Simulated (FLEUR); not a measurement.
# FLEUR run on BaTiO3 (P4mm, 5 atoms in the cell): self-consistent single point

Method of the run: PBE, all-electron FLAPW (FLEUR), scalar-relativistic valence.

This input was run:

Input of the input generator:

```
BaTiO3 crystal
&input film=f /
7.6726886879 0.0000000000 0.0000000000
0.0000000000 7.6726886879 0.0000000000
0.0000000000 0.0000000000 7.8885804490
1.0
1.0 1.0 1.0

5
56 0.5000000000 0.5000000000 0.5825400000
22 0.0000000000 0.0000000000 0.1000400000
8 0.0000000000 0.5000000000 0.0642200000
8 0.5000000000 0.0000000000 0.0642200000
8 0.0000000000 0.0000000000 0.5489700000

&comp jspins=1 /
&kpt div1=4 div2=4 div3=4 gamma=t /
&end /
```

```xml
<?xml version="1.0" encoding="UTF-8" standalone="no"?>
<fleurInput fleurInputVersion="0.39">
   <comment>
      BaTiO3 crystal                                                                                      
   </comment>
   <calculationSetup>
      <cutoffs Kmax="4.7" Gmax="14.1" GmaxXC="14.1" numbands="0"/>
      <scfLoop itmax="100" minDistance="0.00001" maxIterBroyd="99" imix="Anderson" alpha="0.05" precondParam="0.0" spinf="2.0"/>
      <coreElectrons ctail="T" frcor="F" kcrel="0" coretail_lmax="0"/>
      <xcFunctional name="pbe" relativisticCorrections="F"/>
      <magnetism jspins="1"/>
      <soc l_soc="F" theta="0.0" phi="0.0" spav="F"/>
      <expertModes spex="0" secvar="F"/>
      <geometryOptimization l_f="T" forcealpha="1.0" forcemix="BFGS" epsdisp="0.00001" epsforce="0.00001"/>
      <ldaU l_linMix="F" mixParam="0.05" spinf="1.0"/>
   </calculationSetup>
   <cell>
      <bzIntegration valenceElectrons="40.0" mode="hist" fermiSmearingEnergy="0.0001">
         <kPointListSelection listName="default-1"/>
         <!-- k-points included here -->
         <xi:include xmlns:xi="http://www.w3.org/2001/XInclude" href="kpts.xml"> </xi:include>
      </bzIntegration>
      <!-- symmetry operations included here -->
      <xi:include xmlns:xi="http://www.w3.org/2001/XInclude" href="sym.xml"> </xi:include>
      <bulkLattice scale="1.0">
         <bravaisMatrix>
            <row-1>    7.6726886879000000     0.0000000000000000     0.0000000000000000</row-1>
            <row-2>    0.0000000000000000     7.6726886879000000     0.0000000000000000</row-2>
            <row-3>    0.0000000000000000     0.0000000000000000     7.8885804490000000</row-3>
         </bravaisMatrix>
      </bulkLattice>
   </cell>
   <atomSpecies>
      <species name="Barium (Ba)" element="Ba" atomicNumber="56">
         <mtSphere radius="2.68" gridPoints="925" logIncrement="0.014"/>
         <atomicCutoffs lmax="10" lnonsphr="8"/>
         <electronConfig flipSpins="F">
            <coreConfig>(1s1/2) (2s1/2) (2p1/2) (2p3/2) (3s1/2) (3p1/2) (3p3/2) (4s1/2) (3d3/2) (3d5/2) (4p1/2) (4p3/2) (4d3/2) (4d5/2)</coreConfig>
            <valenceConfig>(5s1/2) (5p1/2) (5p3/2) (6s1/2)</valenceConfig>
         </electronConfig>
         <energyParameters s="6" p="6" d="5" f="4"/>
         <lo type="SCLO" l="0" n="5" eDeriv="0"/>
         <lo type="SCLO" l="1" n="5" eDeriv="0"/>
      </species>
      <species name="Titanium (Ti)" element="Ti" atomicNumber="22">
         <mtSphere radius="2.12" gridPoints="731" logIncrement="0.016"/>
         <atomicCutoffs lmax="8" lnonsphr="6"/>
         <electronConfig flipSpins="F">
            <coreConfig>(1s1/2) (2s1/2) (2p1/2) (2p3/2)</coreConfig>
            <valenceConfig>(3s1/2) (3p1/2) (3p3/2) (4s1/2) (3d3/2) (3d5/2)</valenceConfig>
            <stateOccupation state="(3d3/2)" spinUp="0.4" spinDown="0.4"/>
            <stateOccupation state="(3d5/2)" spinUp="0.6" spinDown="0.6"/>
         </electronConfig>
         <energyParameters s="4" p="4" d="3" f="4"/>
         <lo type="SCLO" l="0" n="3" eDeriv="0"/>
         <lo type="SCLO" l="1" n="3" eDeriv="0"/>
      </species>
      <species name="Oxygen (O)" element="O" atomicNumber="8">
         <mtSphere radius="1.20" gridPoints="415" logIncrement="0.025"/>
         <atomicCutoffs lmax="6" lnonsphr="4"/>
         <electronConfig flipSpins="F">
            <coreConfig>(1s1/2)</coreConfig>
            <valenceConfig>(2s1/2) (2p1/2) (2p3/2)</valenceConfig>
            <stateOccupation state="(2p1/2)" spinUp="0.6666666666667" spinDown="0.6666666666667"/>
            <stateOccupation state="(2p3/2)" spinUp="1.3333333333333" spinDown="1.3333333333333"/>
         </electronConfig>
         <energyParameters s="2" p="2" d="3" f="4"/>
      </species>
   </atomSpecies>
   <atomGroups>
      <atomGroup species="Barium (Ba)">
         <relPos label="                   1">1.000/2.000 1.000/2.000 -.4174600000</relPos>
         <force calculate="T" relaxXYZ="TTT"/>
      </atomGroup>
      <atomGroup species="Titanium (Ti)">
         <relPos label="                   2">.0000000000 .0000000000 .1000400000</relPos>
         <force calculate="T" relaxXYZ="TTT"/>
      </atomGroup>
      <atomGroup species="Oxygen (O)">
         <relPos label="                   3">.0000000000 1.000/2.000 .0642200000</relPos>
         <relPos label="                   4">1.000/2.000 .0000000000 .0642200000</relPos>
         <force calculate="T" relaxXYZ="TTT"/>
      </atomGroup>
      <atomGroup species="Oxygen (O)">
         <relPos label="                   5">.0000000000 .0000000000 -.4510300000</relPos>
         <force calculate="T" relaxXYZ="TTT"/>
      </atomGroup>
   </atomGroups>
   <output dos="F" band="F" slice="F">
      <checks vchk="F" cdinf="F"/>
      <bandDOS minEnergy="-.5*Htr" maxEnergy="0.5*Htr" sigma="0.015" storeEVData="T"/>
      <vacuumDOS vacdos="F" integ="F" star="F" nstars="0" locx1="0.0" locy1="0.0" locx2="0.0" locy2="0.0" nstm="0" tworkf="0.0"/>
      <unfoldingBand unfoldBand="F" supercellX="1" supercellY="1" supercellZ="1"/>
      <plotting iplot="0" polar="F">
         <plot TwoD="T" vec1="  1.0  0.0  0.0" vec2="  0.0  1.0  0.0" vec3="  0.0  0.0  1.0" zero="  0.0  0.0  0.0" file="plot"/>
      </plotting>
      <chargeDensitySlicing numkpt="0" minEigenval="0.0" maxEigenval="0.0" nnne="0" pallst="F"/>
      <specialOutput eonly="F"/>
      <magneticCircularDichroism mcd="F" energyLo="-10.0" energyUp="0.0"/>
   </output>
  <!-- We include the file relax.xml here to enable relaxations (see documentation) -->
  <xi:include xmlns:xi="http://www.w3.org/2001/XInclude" href="relax.xml"> <xi:fallback/> </xi:include>
</fleurInput>
```

Output, abridged:

```
      Welcome to FLEUR        (www.flapw.de)
      MaX-Release 8.1          (www.max-centre.eu)

 ========== k-point set info ==========
 Selected k-point list: default-1
 k-point list type: mesh
 4 x 4 x 4
 Number of k points: 18

 ------------Calculation Setup---------------------------
           1           2           3           6           9          18
 Number of basis functions:          870
 Iteration:     1   Distance:      24.96013865 me/bohr^3
 Iteration:     2   Distance:      20.85704581 me/bohr^3
 Iteration:     3   Distance:       9.27165320 me/bohr^3
 Iteration:     4   Distance:       9.75304888 me/bohr^3
 Iteration:     5   Distance:       5.19865699 me/bohr^3
 Iteration:     6   Distance:       2.05319518 me/bohr^3
   [... 11 lines left out ...]
 Iteration:    18   Distance:       0.00071864 me/bohr^3
 Iteration:    19   Distance:       0.00008296 me/bohr^3
 Iteration:    20   Distance:       0.00006752 me/bohr^3
 Iteration:    21   Distance:       0.00001194 me/bohr^3
 Iteration:    22   Distance:       0.00000594 me/bohr^3
 Reset of history

 Run finished successfully
 Stop message:
   Structural relaxation: new displacements generated

[file out, last iteration]
             iter=     23
          p o t e n t i a l   g e n e r a t o r
[...]
          integral of pseudo charge density inside the slab=        0.000000   0.000000
     coulomb potential in the interstitial region:
          density-coulomb potential integrals
          total density-coulomb potenti   -15022.5214754924
          density-effective potential integrals for spin  1
          total density-effective poten   -1.5369215883E+04
          charge density-energy density integrals
          total charge density-energy d   -2.6620585697E+02
 Updated energy parameters for spin:           1
  Atom    1 6s branch from -0.30 to  3.33 htr. ; e_l =  0.4926
  Atom    1 6p branch from  0.40 to  4.07 htr. ; e_l =  0.6000
  Atom    1 5d branch from -2.52 to  1.52 htr. ; e_l =  0.5734
  Atom    1 4f branch from -9.99 to  0.95 htr. ; e_l =  0.7513
  Atom    1 5s branch from -8.18 to -0.30 htr. ; e_l(l -0.4750
  Atom    1 5p branch from -5.87 to  0.40 htr. ; e_l(l  0.0533
  Atom    2 4s branch from -1.57 to  3.36 htr. ; e_l =  0.3025
  Atom    2 4p branch from -0.64 to  3.90 htr. ; e_l =  0.4099
  Atom    2 3d branch from -9.99 to  0.82 htr. ; e_l =  0.4408
  Atom    2 4f branch from -9.99 to  3.88 htr. ; e_l =  0.6915
  Atom    2 3s branch from-19.10 to -1.57 htr. ; e_l(l -1.6448
  Atom    2 3p branch from-15.69 to -0.64 htr. ; e_l(l -0.7704
  Atom    3 2s branch from-18.13 to  2.19 htr. ; e_l = -0.3998
  Atom    3 2p branch from -9.99 to  2.19 htr. ; e_l = -0.0576
  Atom    3 3d branch from -9.99 to  8.45 htr. ; e_l =  0.1627
  Atom    3 4f branch from -9.99 to 14.52 htr. ; e_l =  0.3224
  Atom    4 2s branch from-18.13 to  2.18 htr. ; e_l = -0.4087
  Atom    4 2p branch from -9.99 to  2.18 htr. ; e_l = -0.0667
  Atom    4 3d branch from -9.99 to  8.45 htr. ; e_l =  0.1535
  Atom    4 4f branch from -9.99 to 14.51 htr. ; e_l =  0.3131
[...]
 fermi energy and band-weighting factors:
at   0.00000   0.00000   0.00000   k-weight:    0.015625
   31 eigenvalues :
   -1.644692   -0.772178   -0.769623   -0.769623   -0.476263   -0.181318   -0.159358   -0.155293
    0.068324    0.069639    0.069639    0.351382    0.354078    0.354078    0.390609    0.390609
    0.399378    0.419615    0.426263    0.426263    0.504999    0.519127    0.519127    0.576594
    0.582430    0.618809    0.629991    0.681972    0.740852    0.740852    0.744284
   [... 2 blocks of this kind left out ...]

[...]
FERMIE:
          first approx. to ef    (T=0)  :   0.442183 htr   (energy of the highest occ. eigenvalue)
          number of occ. states  (T=0)  :        360
          first approx. to seigv (T=0)  :  -2.871050 htr
          sum of weights of occ. states :  20.000000
          sum of semicore charge        :   0.000000 e
FERHIS:  Fermi-Energy by histogram:
          bandgap                     :   0.062817 htr
          charge neutrality (T=0)     :   0.000000    (zero if the highest occ. eigenvalue is "entirely" occupied)
          no eigenvalues within 8 tkb of ef reverts to the t=0 k method.
          number of occ. states       :       360
          sum of the valence weights  :   20.000000
          entropy         :   0.000000 *kb htr/K =   0.00000 htr/K
          sum of val. single particle energies:        -2.8710499047 htr
 Direct bandgap for spin            1 :    7.8736303269886343E-002  Htr
 at k-point            1  with k-vector    0.0000000000000000        0.0000000000000000        0.0000000000000000
          valence density: spin= 1
[...]
     l-like charge
     atom     s        p        d        f        total
 -->  1    1.94317  5.30851  0.18973  0.04579    7.49368
 -->  2    2.11465  6.05059  1.43249  0.05347    9.66652
 -->  3    1.15675  2.50323  0.00105  0.00014    3.66119
 -->  4    1.16108  2.50195  0.00152  0.00018    3.66475
          total charge for spin  1=   40.000000
          interst. charge =      11.852670
          mt charge=              7.493680    9.666518    3.661191    3.664751
          total charge  =   40.000000
          z= 56.     r(1)=  0.645805E-05     dx= 0.014000     m.t.index= 925
               n    l     j    energy       weight
               1.   0.   0.5-1367.4042      2.0000
               2.   0.   0.5 -215.3965      2.0000
               2.   1.   0.5 -202.8427      2.0000
   [... 11 lines left out ...]
          atom type    1  (spin 1)
          kinetic energy=  0.864384026348E+04     sum of the eigenvalues= -0.499286709023E+04
          0.00091258  electrons lost from core.
   [... 3 blocks of this kind left out ...]

          total charge for spin  1=  102.000000
          interst. charge =      11.853622
          mt charge=             53.492767   19.666518    5.661178    5.664738
          total charge  =  102.000000
          zc=   102.000000     qfix=    1.000000
     t o t a l  e n e r g y
          sum of eigenvalues =             -5593.3377950900
          density-coulomb potential int   -15022.5214754924
          density-effective potential i   -15369.2158825862
          charge density-ex.-corr.energ     -266.2058569680
          el.-nucl. inter. diff. m.t.       9881.1496908953
          Madelung term for atom type:       -37.8546663197
          el.-nucl. inter. diff. m.t.       1006.8495096619
          Madelung term for atom type:       -15.5781188487
          el.-nucl. inter. diff. m.t.        167.2749974116
          Madelung term for atom type:       -16.8859480193
          el.-nucl. inter. diff. m.t.         83.6632125860
          Madelung term for atom type:        -8.3946648576
 ---->    total energy=                    -9219.2393158180 htr
 ---->    (input%tkb*entropy) TS=              0.0000000000 htr
 ---->    free energy=                     -9219.2393158180 htr
      extrapolation for T->0
 ---->    total electron energy=           -9219.2393158180 htr
 ***** TOTAL FORCES ON ATOMS *****
 TOTAL FORCE FOR ATOM TYPE=  1  X=  3.836   Y=  3.836   Z= -3.293
                       FX_TOT= 0.000000 FY_TOT= 0.000000 FZ_TOT= 0.001238
 TOTAL FORCE FOR ATOM TYPE=  2  X=  0.000   Y=  0.000   Z=  0.789
                       FX_TOT= 0.000000 FY_TOT= 0.000000 FZ_TOT= 0.012325
 TOTAL FORCE FOR ATOM TYPE=  3  X=  0.000   Y=  3.836   Z=  0.507
                       FX_TOT= 0.000000 FY_TOT= 0.000000 FZ_TOT=-0.000241
 TOTAL FORCE FOR ATOM TYPE=  4  X=  0.000   Y=  0.000   Z= -3.558
                       FX_TOT= 0.000000 FY_TOT= 0.000000 FZ_TOT=-0.014235
```

The run converged in 22 iterations. FLEUR gives forces in its relaxation mode, with a further iteration, so its stop message speaks of a relaxation.

The starting cell comes from a database of computed structures (which also holds hypothetical and non-ambient phases and stackings), without a prior relaxation at this level. Its lattice was rescaled by a random factor within 2.5 % of one. Values depend on the basis (sphere radii, cutoffs, local orbitals), which need not be converged.

Cost on one core of a shared machine: roughly 4 min.
